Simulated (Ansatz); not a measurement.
Start from WSe2 in the 2H-MoS2 type structure (space group P6_3/mmc, No. 194; a = 3.2995 Å, c = 13.1475 Å; layered, stacked along the Cartesian z axis). Axes: x lies along a and z along c of the hexagonal cell.

Structures relaxed with r2SCAN+rVV10, PAW, 500 eV (Ansatz, a quantum-chemistry and plane-wave program; without spin-orbit coupling), earlier PAW set.

Base:

Simulated powder pattern, Cu Kα1, λ = 1.54056 Å (kinematic, ideal powder, no thermal factors, no anomalous dispersion; the 8 strongest lines at most, above 2 %, up to 2θ = 90°):

```
2θ (°)  I/Imax (%)    hkl
------  ----------  -----
13.46           93  (002)
31.28           36  (100)
34.19           16  (102)
37.54          100  (103)
46.92           50  (105)
55.67           28  (110)
69.09           17  (203)
82.84           18  (118)
```

One thing is altered: uniaxial strain ε_zz = −1.06 %, all other strain components held at zero; the atoms relax in the strained cell.

Question: How do the reflections move or split?

Answer: 
Simulated powder pattern, Cu Kα1, λ = 1.54056 Å (kinematic, ideal powder, no thermal factors, no anomalous dispersion; the 8 strongest lines at most, above 2 %, up to 2θ = 90°):

```json
[
 {"2θ (°)": "13.60", "d (Å)": "6.504", "I/Imax (%)": "87", "hkl": "(002)"},
 {"2θ (°)": "31.28", "d (Å)": "2.857", "I/Imax (%)": "35", "hkl": "(100)"},
 {"2θ (°)": "34.25", "d (Å)": "2.616", "I/Imax (%)": "15", "hkl": "(102)"},
 {"2θ (°)": "37.67", "d (Å)": "2.386", "I/Imax (%)": "100", "hkl": "(103)"},
 {"2θ (°)": "47.21", "d (Å)": "1.924", "I/Imax (%)": "47", "hkl": "(105)"},
 {"2θ (°)": "55.67", "d (Å)": "1.650", "I/Imax (%)": "28", "hkl": "(110)"},
 {"2θ (°)": "69.17", "d (Å)": "1.357", "I/Imax (%)": "17", "hkl": "(203)"},
 {"2θ (°)": "83.39", "d (Å)": "1.158", "I/Imax (%)": "18", "hkl": "(118)"}
]
```

The indices refer to the base's conventional cell; one index is shown for lines that coincide.

Whether these cells are dynamically stable was not tested.
